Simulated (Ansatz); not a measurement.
**Ca: response to strain**

Start from Ca in the fcc (Cu type) structure (space group Fm-3m, No. 225; a = 5.4558 Å; relaxed with 0.1 eV smearing).

Strains are applied to the cell and any free atomic positions relax.

Calculations: plane-wave PAW DFT at the PBEsol level (Ansatz, an electronic-structure program, 420 eV), no spin-orbit coupling.

Candidates:
(a) isotropic strain −3.00 %
(b) isotropic strain −1.00 %
(c) isotropic strain −2.00 %
(d) isotropic strain +3.00 %
(e) isotropic strain +1.50 %

Notes on the quantities. energy relative to the base: free energy F.

**Question.** Order them by energy relative to the base, highest first.

**Answer.** (a) isotropic strain −3.00 % (+20 meV/atom), (d) isotropic strain +3.00 % (+17 meV/atom), (c) isotropic strain −2.00 % (+8.7 meV/atom), (e) isotropic strain +1.50 % (+4.4 meV/atom), (b) isotropic strain −1.00 % (+2.2 meV/atom)

Stability against distortions was not tested.
